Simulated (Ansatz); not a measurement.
BSiCN (model structure, started from the AlSiCN type, P3m1, No. 156, 4 atoms in the cell), treated with G0W0@PBEsol in Ansatz (plane waves, hard PAW, contour deformation).

The same calculation (at the PBEsol cell, 8.214 Å³/atom) with different numerical settings; throughout: response cutoff 100 eV, empty bands 137:

```csv
run,k mesh,quasiparticle gap on the mesh (eV),quasiparticle gap at Γ (eV),rough time
1,6×6×2,3.473,4.967,60 core-s
2,9×9×4,3.471,4.966,20 core-min
3,12×12×6,3.470,4.965,2 core-h
```

In the column quasiparticle gap on the mesh (eV) the first row differs from the last by +0.003 and the next to last by +0.001.

The last row is no converged limit: other settings stay fixed.

A model structure was made by putting elements into a prototype or built by hand; it is no filed structure, need not be a known phase, and can be a saddle point held by its symmetry.

Ansatz is an electronic-structure program.
